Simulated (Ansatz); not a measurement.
## Al2O3: response to strain

Start from Al2O3 in the corundum structure (space group R-3c, No. 167).

```
CELL_PARAMETERS angstrom
      2.40441     1.38819     4.37462
     -2.40441     1.38819     4.37462
      0.00000    -2.77638     4.37462
ATOMIC_POSITIONS crystal
  Al 0.64785 0.64785 0.64785
  Al 0.14785 0.14785 0.14785
  Al 0.35215 0.35215 0.35215
  Al 0.85215 0.85215 0.85215
  O  0.75000 0.44383 0.05617
  O  0.05617 0.75000 0.44383
  O  0.25000 0.55617 0.94383
  O  0.55617 0.94383 0.25000
  O  0.94383 0.25000 0.55617
  O  0.44383 0.05617 0.75000
```

Cartesian axes are those of the cell as printed.

Strains are applied to the cell and any free atomic positions relax; under biaxial strain the out-of-plane vector relaxes too.

Method: plane-wave PAW DFT at the PBE level (Ansatz, a first-principles code, 420 eV), spin-orbit coupling left out.

Notes on the quantities. energy relative to the base: free energy F.

| biaxial strain, plane normal [001], relaxed out of plane (%) | energy relative to the base (meV/atom) |
|---|---|
| -3 | 28.6 |
| -2.25 | 15.8 |
| -1.5 | 6.9 |
| -0.75 | ? |
| 0 | 0.0 |

Problem. Fit ΔE = Aε² + Bε³ (ε in %) to the rows shown and predict the withheld row.

Solution. Least squares on the printed values gives A = 2.95 and B = -0.075 meV/atom (largest residual 0.0 meV/atom); this predicts 1.7 meV/atom, and the run gives 1.7 meV/atom, in agreement.

Stability against distortions was not tested.
